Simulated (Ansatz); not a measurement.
A computed series for Bi2Te3: pressure series

The parent structure is Bi₂Te₃ in the Bi2Te3 type structure (space group R-3m, No. 166; a = 4.3152 Å, c = 29.6191 Å (hexagonal axes)).

Cell and atoms are relaxed at each pressure.

Calculations: DFT with PBEsol-D3(BJ), PAW potentials and a 420 eV plane-wave cutoff in Ansatz (a quantum-chemistry and plane-wave program), no spin-orbit coupling.

### Question
Only one of these has no band gap. Which?
A. pressure −1 GPa
B. pressure 0.3 GPa
C. pressure 3 GPa
D. pressure 1.5 GPa
E. pressure 10 GPa

### Answer
E, pressure 10 GPa. Computed: pressure 10 GPa: zero; pressure 1.5 GPa: 0.18 eV; pressure 3 GPa: 0.18 eV; pressure −1 GPa: 0.18 eV; pressure 0.3 GPa: 0.18 eV

The mesh was chosen for an insulator and is coarse for the gapless case. Spin-orbit coupling, missing from the scalar runs, can matter with Bi and Te. Load acts through the strain it causes; cell and atoms are relaxed under it. Stability against distortions was not tested. Competing high-pressure phases were not computed. All final runs are without spin polarisation. A zero or small gap of Bi2Te3 can be the functional's error rather than a property of the material.
